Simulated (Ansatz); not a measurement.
Input and output of a self-consistent single point for PdPt3 (I4mm, 4 atoms in the cell) (Ansatz, a program for electronic structure).

Level of theory: PBEsol, default PAW files made with PBE (plane waves; Ansatz).

```
PdPt3
1.0
   -1.97785     1.97785     3.92748
    1.97785    -1.97785     3.92748
    1.97785     1.97785    -3.92748
Pd Pt
1 3
Cartesian
  0.00000   0.00000   0.05000
  0.00000   1.97785   1.96374
  1.97785   0.00000   1.96374
  0.00000   0.00000   3.92748
```
Moments meant for the start (each program seeds them in its own way; μB, in the order of the atoms Pd Pt Pt Pt): 0.0 1.0 1.0 1.0.

Reference input (self-consistent single point, DFT, PBEsol, plane waves, default PAW files made with PBE): basis.ecutwfc = 420 eV; kpoints.mp_grid.grid = 6 6 6; hamiltonian.xc = pbesol; hamiltonian.pseudopotentials = {kind: paw} (the program's default PAW files); magnetization.spin_polarized = true; scf.occupations.method = fermi_dirac; scf.occupations.width = 0.1 eV. This run's input differs from it in these lines:

Ansatz 0.2 input:
```diff
@@ -11,3 +11,3 @@
 basis:
-  ecutwfc: 420.0 eV
+  ecutwfc: 190.0 eV
 kpoints:
```

Output (repeated stretches shortened):

```
SCF iter   1: F=—  HF=-44018.680031 eV  |F-HF|=—  |Δ(HF+E_count)|=         —  Δρ=1.65e-1 (↑1.65e-1 ↓1.31e-1)  dr2=4.42e1  dr2_m=8.33e-1  M=0.259 μB ∫|m|=0.261 μB  β_m=0.30  ethr=3.10e-3  ⟨swp⟩=5.2  Hψ=8278  notcnv=0  defer=4
Mixer restart at iter 1: flushing history
all-band conjugate gradients solve this SCF's bands
preconditioner: auto → Kerker (q_TF=auto, 2.801 Å⁻¹)
   [... lines left out ...]
SCF iter  13: F=—  HF=-43995.769787 eV  |F-HF|=—  |Δ(HF+E_count)|=   3.22e-9  Δρ=9.06e-7 (↑8.89e-7 ↓9.06e-7)  dr2=3.62e-10  dr2_m=3.60e-10  M=0.000 μB ∫|m|=0.000 μB  β_m=0.96  ethr=2.11e-10  ⟨swp⟩=2.0  Hψ=3631  notcnv=0  defer=96
SCF iter  14: F=-43995.769787 eV  HF=-43995.769787 eV  |F-HF|=1.27e-9  |Δ(HF+E_count)|=  3.06e-10  Δρ=5.57e-7 (↑5.17e-7 ↓5.57e-7)  dr2=1.38e-9  dr2_m=4.00e-13  M=0.000 μB ∫|m|=0.000 μB  ethr=1.00e-12  ⟨swp⟩=6.2  Hψ=8813  notcnv=0
SCF 1 converged in 14 iterations: F = -43995.769787 eV  dr2 = 1.38e-9
WARN: the starting moments were not kept: the SCF closed with an absolute magnetisation of 1.4e-6 μB, where they sum to 3 μB in size (3 sites) …
Magnetization: 0.0000 μB (36.0000 up, 36.0000 down)
   [... lines left out ...]
Absolute magnetization: 0.0000 μB (∫|ρ↑−ρ↓|, with the PAW one-centre terms)
Free energy (F): -43995.769787 eV
Fermi energy:    21.439160 eV
   [... lines left out ...]
  atom   4  Pt    -0.00000000    -0.00000000    -0.02357696
--- Stress (GPa, compression-positive) ---
      -29.095302       0.000000      -0.000000
        0.000000     -29.095302       0.000000
       -0.000000       0.000000     -29.453570
  P = ⅓ Tr σ = -29.2147 GPa (-292.147 kbar)
  The stress holds the Pulay correction. Without it, at fixed plane waves, as pw.x and ABINIT print it: P = -705.7775 GPa
```

The run converged in 14 iterations. Against the reference run the free energy goes up by 15.6 eV/atom, the pressure goes from -7.28 to -29.21 GPa and the largest force goes from 0.444 to 0.404 eV/Å.

The starting cell comes from a database of computed structures (which also holds hypothetical and non-ambient phases and stackings), without a prior relaxation at this level. Its lattice was rescaled by up to half a per cent. One atom was moved a little off its site on purpose. The starting moments vanished: the run ended non-magnetic. The program warned that a starting moment was not kept. Ansatz's pressure includes its estimate of the finite-basis (Pulay) stress. Without the estimate this run gives -705.78 GPa. The cutoff lies below the one recommended for these files.
